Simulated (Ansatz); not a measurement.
Ansatz (a first-principles code) run on PbF2 (Fm-3m, 3 atoms in the cell): self-consistent single point

Computed with PBE (plane waves, PAW; Ansatz).

This input was run:

Ansatz 0.2 input:
```yaml
# PbF2
crystal:
  lattice:
    - [0.00000000, 2.97000000, 2.97000000]
    - [2.97000000, 0.00000000, 2.97000000]
    - [2.97000000, 2.97000000, 0.00000000]
  atoms:
    - { symbol: Pb, position_ang: [0.00000000, 0.00000000, 0.00000000] }
    - { symbol: F, position_ang: [1.48500000, 1.48500000, 1.48500000] }
    - { symbol: F, position_ang: [4.45500000, 4.45500000, 4.45500000] }
kpoints:
  mp_grid: { grid: [7, 7, 7] }
hamiltonian:
  xc: pbe
  pseudopotentials: { kind: paw }
scf:
  occupations: { method: fermi_dirac, width: 0.0015 Ry }
output:
  forces: true
  eigenvalues: true
  stress: true
```

The program printed (abridged):

```
WARN basis.ecutwfc = 420 eV, the default
WARN ansatz: RAYON_NUM_THREADS=1 ignored (pool sized by the plan → 1); use --threads N
Pseudopotentials: kind: paw
Pseudopotential: Pb, paw, valence charge 14
Pseudopotential: F, paw, valence charge 7
Crystal: 3 atoms, lattice volume = 52.396 Å³
Basis set: ecut = 420 eV, 965 PW (Γ), exchange–correlation on 60×60×60 points (8 copies of the dense FFT grid, shifted against one another)
Bands: 18, of which v1, the nominal top of the filled ones, is band 14 counted from 1 (13 counted from 0)
Symmetry: 48 space group operations
Space group: Fm-3m (ITA 225), of the structure as read, at distance tolerance 3.7e-5 Å
k-points: 20 of 343
Initial density: superposition of atomic densities (neutral atoms: chi_scale 0, normalization atom), corrected by the library's trained network
Initial wavefunctions: pseudopotential atomic-orbital guess
Eigensolver: davidson
Functional: x = pbe(κ = 0.804, μ = 0.2195149727645171), c = pbe(β = 0.06672455060314922)
SCF iter   1: F=—  HF=-13524.701138 eV  |F-HF|=—  |Δ(HF+E_count)|=         —  Δρ=4.51e-4  dr2=4.00e-5  ethr=1.77e-3  ⟨swp⟩=6.0  Hψ=1765  notcnv=0
all-band conjugate gradients solve this SCF's bands
preconditioner: auto → none
SCF iter   2: F=—  HF=-13524.700910 eV  |F-HF|=—  |Δ(HF+E_count)|=   2.28e-4  Δρ=3.50e-4  dr2=2.22e-5  ethr=1.43e-7  ⟨swp⟩=3.0  Hψ=1122  notcnv=0
SCF iter   3: F=—  HF=-13524.700954 eV  |F-HF|=—  |Δ(HF+E_count)|=   4.34e-5  Δρ=1.64e-4  dr2=3.75e-6  ethr=7.92e-8  ⟨swp⟩=2.8  Hψ=605  notcnv=0
SCF iter   4: F=—  HF=-13524.700990 eV  |F-HF|=—  |Δ(HF+E_count)|=   3.62e-5  Δρ=9.78e-5  dr2=3.34e-6  ethr=1.34e-8  ⟨swp⟩=2.0  Hψ=720  notcnv=0
SCF iter   5: F=—  HF=-13524.700989 eV  |F-HF|=—  |Δ(HF+E_count)|=   1.12e-6  Δρ=2.10e-5  dr2=1.50e-7  ethr=1.19e-8  ⟨swp⟩=2.9  Hψ=638  notcnv=0
SCF iter   6: F=-13524.700989 eV  HF=-13524.700989 eV  |F-HF|=3.65e-9  |Δ(HF+E_count)|=   6.83e-8  Δρ=2.19e-6  dr2=1.11e-9  ethr=3.57e-10  ⟨swp⟩=5.0  Hψ=1519  notcnv=0
SCF 1 converged in 6 iterations: F = -13524.700989 eV  dr2 = 1.11e-9
SCF converged after 6 iterations
Free energy (F): -13524.700989 eV
Harris-Foulkes:  -13524.700989 eV  (|F-HF|=3.65e-9)
Internal energy: -13524.700989 eV  (E = F + TS)
E sigma→0 (E₀):  -13524.700989 eV
Fermi energy:    7.171833 eV
--- Per-component energies (eV) ---
  E_band       = -124.971908
  E_kinetic    = 698.424427
  E_local      = -2261.050265  (includes V_loc(G=0)·N_el)
  E_nonlocal   = 496.973291
  E_hartree    = 868.749940
  E_xc         = -381.782475
  E_vxc        = -338.319648  (∫ρ·V_xc dr)
  E_paw        = -10801.706544  (= ΣΔE_a)
  E_vpaw       = -458.504651  (= ΣTr[D̂ρ^β])
  E_aug_tail   = 0.004114  (compensation charges beyond the density's cutoff)
  E_ewald      = -2144.313477
  E_smearing   = -0.000000  (= −TS)
  E_closure    = -0.000000  (closes the sum)
  Σ components = -13524.700989   (vs F -13524.700989, Δ=0.00e0)
--- Forces (eV/Å), atoms counted from 1 ---
  atom   1  Pb    -0.00000000     0.00000000     0.00000000
   [... zero for the other atoms too ...]
  max |Σ_I F_I| component: 1.85e-17 eV/Å
--- Stress (GPa, compression-positive) ---
        2.185127      -0.000000       0.000000
       -0.000000       2.185127      -0.000000
       -0.000000       0.000000       2.185127
  P = ⅓ Tr σ = 2.1851 GPa (21.851 kbar)
  The stress holds the Pulay correction. Without it, at fixed plane waves, as pw.x and ABINIT print it: P = 1.7240 GPa
--- Band table (eV; the first three rows and the last of 20) ---
  k-point 0: bands = ["-16.1203", "-15.5135", "-9.5060", "-9.5060", "-9.5060", "-9.4509", "-9.4509", "0.2967", "2.4913", "2.4913", "2.4913", "2.9841", "2.9841", "2.9841", "11.7011", "11.7011", "11.7011", "15.5600"]
  k-point 1: bands = ["-16.0824", "-15.5480", "-9.4985", "-9.4985", "-9.4661", "-9.4506", "-9.4506", "-0.0260", "2.3397", "2.4516", "2.4516", "2.9523", "2.9523", "3.4835", "11.0561", "11.8626", "11.8626", "16.6695"]
  k-point 2: bands = ["-15.9862", "-15.6337", "-9.4895", "-9.4895", "-9.4416", "-9.4416", "-9.3791", "-0.5691", "2.1319", "2.3665", "2.3665", "2.8812", "2.8812", "4.2867", "10.3004", "12.2320", "12.2320", "17.9755"]
  k-point 19: bands = ["-15.7991", "-15.7917", "-9.4712", "-9.4419", "-9.4273", "-9.3637", "-9.3428", "-1.3769", "1.3269", "2.0528", "2.5098", "3.3067", "3.4187", "4.9208", "10.7161", "11.2028", "12.5459", "15.1133"]
```

The run converged in 6 iterations.

The starting cell has typed, rounded lattice constants, without a prior relaxation at this level. Spin-orbit coupling is off. Ansatz's pressure includes its estimate of the finite-basis (Pulay) stress.
